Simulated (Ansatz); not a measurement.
Partial pair distribution functions of a relaxed model of amorphous Si₂₄O₄₉Mg, broadened by 0.06 Å; density 2.22 g/cm³. Calculation: PBE, scalar-relativistic without spin-orbit coupling (plane waves to 420 eV, PAW; Ansatz, an electronic-structure program).

The cell was made by melting and quenching with the CHGNet potential and then relaxed with DFT. O atoms were pushed apart under 1.9 Å during the dynamics, to hinder bonds among them. The hot cell started wider than the set density and was brought back towards it in steps. It is the lowest in DFT energy of 2 quenches. It is a model cell: composition and starting density were chosen by hand, and all elements were melted together. No dispersion term was used. Its density started from a set value of 2.22 and ended at 2.22 g/cm³. Cooling (nominally 400 K/ps over its main leg) ran many orders faster than in experiment, which tends to leave more defects and strain. Values belong to this one cell and scatter from quench to quench. The volume was held where the preparation left it, at a PBE pressure of 1.2 GPa. Stress components on the final sampling reach 2.7 GPa.

```csv
r (Å),g Si-O,g O-Mg,g Si-Si,g O-O
1.35,0.00,0.00,0.00,0.00
1.45,0.30,0.00,0.00,0.00
1.55,7.40,0.00,0.00,0.00
1.65,16.27,0.03,0.00,0.00
1.75,3.04,1.74,0.00,0.00
1.85,0.05,6.91,0.00,0.00
1.95,0.00,2.11,0.00,0.00
2.05,0.00,2.51,0.00,0.00
2.15,0.00,1.39,0.00,0.00
2.25,0.00,0.92,0.00,0.00
2.35,0.00,2.10,0.00,0.06
2.45,0.00,0.32,0.00,0.82
2.55,0.05,0.00,0.01,3.69
2.65,0.05,0.00,0.30,5.42
2.75,0.04,0.00,1.54,3.95
2.85,0.22,0.00,2.82,1.82
2.95,0.45,0.00,3.78,0.80
3.05,0.50,0.00,3.27,0.61
3.15,0.52,0.00,2.71,0.51
3.25,0.78,0.00,1.45,0.50
3.35,1.28,0.00,0.18,0.48
3.45,1.20,0.02,0.01,0.37
3.55,1.02,0.71,0.19,0.36
3.65,1.09,1.75,0.71,0.46
3.75,1.26,0.99,0.44,0.55
3.85,1.47,2.01,0.12,0.62
3.95,1.68,1.22,0.42,0.81
4.05,1.94,1.48,0.81,0.68
4.15,2.02,0.44,0.68,0.76
4.25,1.81,1.05,0.78,0.83
4.35,1.08,2.45,1.13,0.93
4.45,0.73,1.25,0.80,1.13
4.55,0.54,1.19,0.78,1.30
4.65,0.47,1.69,1.20,1.28
4.75,0.63,1.91,1.40,1.44
4.85,0.61,2.09,1.33,1.29
4.95,0.76,1.12,1.02,1.19
5.05,0.76,0.55,1.23,1.19
5.15,0.78,0.44,1.55,1.26
```

Within 1.90 Å each Si has 4.00 O neighbours on average.
